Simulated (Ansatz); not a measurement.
Ansatz (an electronic-structure program), DFT, PBE, plane waves, its default PAW files: Al(111) slab of 24 layers, 1x1, O adatom, atoms displaced (Al24O), unrelaxed, 25 atoms. Basis and mesh were picked for this test and aren't claimed converged.

- cell = 2.86, 2.86, 65.38 Å; 90, 90, 60°
- distance to the nearest atom = 2.06 to 2.86 Å
- task = single point
- k mesh = 10×10×1
- hamiltonian.xc = pbe
- kind of files = paw
- scf.occupations.method = fermi_dirac
- scf.occupations.width = 0.1 eV
- output.forces = true
- binding of workers (--pin) = off
- k-point pools (--kpoint-pools) = 1
- memory maximum (--max-ram) = 8GiB
- accuracy = medium (default)
- basis.precision = auto (default)
- basis.xc_grid = 2 (default)
- scf.eigensolver.kind = auto (default)
- scf.convergence.dr2_threshold = 1e-07 (default)
- scf.lower_state_search = light (default)
- k-points after symmetry = 52
- bands at the start = 64
- electrons = 78
- plane waves at Γ = 9111
- cutoff (eV) = 420
- FFT grid = 20×20×450
- symmetry operations = 1

Settings of this run: scf.mixing.algorithm = auto, scf.mixing.preconditioner = kerker; 4 threads.

| iteration | dr2 (eV) | Hψ |
|---|---|---|
| 1 | 2.75e3 | 21324 |
| 2 | 5.86e2 | 7769 |
| 3 | 3.06e2 | 8881 |
| 4 | 1.82e1 | 8677 |
| 5 | 1.73e2 | 6399 |
| 6 | 8.48e0 | 6466 |
| 7 | 1.41e0 | 3329 |
| 8 | 1.01e0 | 3077 |
| 9 | 9.22e0 | 3246 |
| 10 | 2.68e-2 | 3590 |
| 11 | 4.27e-1 | 4464 |
| 12 | 3.71e-2 | 3144 |
| 13 | 6.00e-2 | 3076 |
| 14 | 7.72e-2 | 3042 |
| 15 | 7.17e-3 | 3145 |
| 16 | 8.02e-3 | 3248 |
| 17 | 4.13e-3 | 3063 |
| 18 | 5.45e-4 | 3142 |
| 19 | 2.41e-4 | 3604 |
| 20 | 3.21e-5 | 3297 |
| 21 | 7.41e-4 | 5420 |
| 22 | 5.57e-6 | 3299 |
| 23 | 3.71e-6 | 3350 |
| 24 | 1.33e-5 | 3097 |
| 25 | 4.85e-7 | 3074 |
| 26 | 3.54e-7 | 3586 |
| 27 | 1.32e-8 | 11896 |

It converged after 27 SCF iterations.

### Question
Which change of one setting makes this cycle converge in far fewer steps?

### Answer
One answer among several that fit: scf.mixing.preconditioner = auto (default) (11 SCF iterations) or scf.mixing.preconditioner = ldos (11 SCF iterations), all else kept. The other changes of this size gave: scf.mixing.preconditioner = kerker_dos (30); scf.mixing.preconditioner = local_kerker (44). In that run the program took: scf.mixing.algorithm MSR1, scf.mixing.preconditioner LDOS, scf.eigensolver.kind band_cg, --slots 4. The first change moves the result by: energy under 0.001 meV/atom, forces (largest component) 0.042 meV/Å. Counts are of single runs.

Keys are those of Ansatz 0.2.
